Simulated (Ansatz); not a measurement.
Results of LDA+SOC (plane waves, PAW; Ansatz, a program for electronic structure) for hexagonal WC.

Settings: plane-wave cutoff 520 eV, 24×24×22 k mesh (along the axes of the cell as run), Fermi–Dirac smearing 0.053 eV (set by the program), PAW data made under PBE.

Computed at the level's own relaxed cell.

```
CELL_PARAMETERS angstrom
      2.88297     0.00000     0.00000
     -1.44149     2.49673     0.00000
      0.00000     0.00000     2.81124
ATOMIC_POSITIONS crystal
  W  0.00000 0.00000 0.00000
  C  0.33333 0.66667 0.50000
```

Give the elastic tensor (Voigt notation, GPa, ions relaxed, in the Cartesian axes of the cell as printed).


```
  758.9   252.4   194.1     0.0     0.0     0.0
  252.4   758.9   194.1     0.0     0.0     0.0
  194.1   194.1  1017.1     0.0     0.0     0.0
    0.0     0.0     0.0   330.3     0.0     0.0
    0.0     0.0     0.0     0.0   330.3     0.0
    0.0     0.0     0.0     0.0     0.0   253.3
```

The computed numbers hold no vibrational or temperature effects.
